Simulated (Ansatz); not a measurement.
The parent structure is SbP in the rock salt structure (space group Fm-3m, No. 225; a = 5.634 Å; a hypothetical phase, not in the database extracts checked; relaxed with 0.1 eV smearing). Axes: x, y, z lie along the cube axes.

(Cell as relaxed with PBE.)

Levels (all Ansatz, a quantum-chemistry and plane-wave program, PAW): PBE (420 eV, no spin-orbit coupling); r2SCAN (500 eV, spin-orbit coupling left out).

Each level relaxes its own structure.

```json
[
 {"base": "volume per atom", "PBE": "22.36 Å³", "r2SCAN": "21.96 Å³"},
 {"base": "lattice parameter a", "PBE": "5.634 Å", "r2SCAN": "5.600 Å"},
 {"base": "band gap", "PBE": "zero", "r2SCAN": "zero"}
]
```

Modification: tensor shear ε_yz = −0.26 % (engineering shear γ = -0.0052), atoms relaxed at fixed cell.

| quantity | PBE | r2SCAN |
|---|---|---|
| shortest interatomic distance | 2.817 Å | 2.800 Å |
| stress (xx, yy, zz, yz, xz, xy; compression positive) | (0.0, 0.0, 0.0, 0.1, 0.0, 0.0) GPa | (0.0, 0.0, 0.0, 0.1, 0.0, 0.0) GPa |
| energy relative to the base (free energy F) | 0.0 meV/atom | +0.1 meV/atom |
| band gap | zero | zero |

PBE's shortest interatomic distance lies 0.017 Å above r2SCAN's (0.6 %); the two agree on the stress and band gap. Neither level is exact; r2SCAN is the comparison here, not a measurement.

The cells carry an imposed strain or load. Whether these cells are dynamically stable was not tested. The final runs are not spin-polarised.
